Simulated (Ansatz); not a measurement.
Results of PBE0 in Ansatz (plane waves, PAW) for ScF3 (within 0.1 Å of Pm-3m, No. 221, 4 atoms in the cell; start mp-559092).

Numerical settings: plane-wave cutoff 500 eV, 6×6×6 k mesh, gaussian smearing 0.02 eV, scalar-relativistic PAW data made under PBE.

Cell (relaxed with r²SCAN):

```yaml
crystal:
  lattice:
    - [2.84958, 1.64520, 2.32710]
    - [-2.84958, 1.64520, 2.32710]
    - [0.00000, -3.29041, 2.32710]
  atoms:
    - { symbol: Sc, position: [0.00000, 0.00000, 0.00000] }
    - { symbol: F, position: [0.50000, 0.99970, 0.00030] }
    - { symbol: F, position: [0.00030, 0.50000, 0.99970] }
    - { symbol: F, position: [0.99970, 0.00030, 0.50000] }
```

Predict the band gap.


* **band gap**: 9.59 eV (on the SCF k mesh)

Note: cell and atoms aren't relaxed at this level (pressure 0.3 GPa).

A start named mp-… is a Materials Project structure, which need not be a measured phase.

Ansatz is a program for electronic structure.
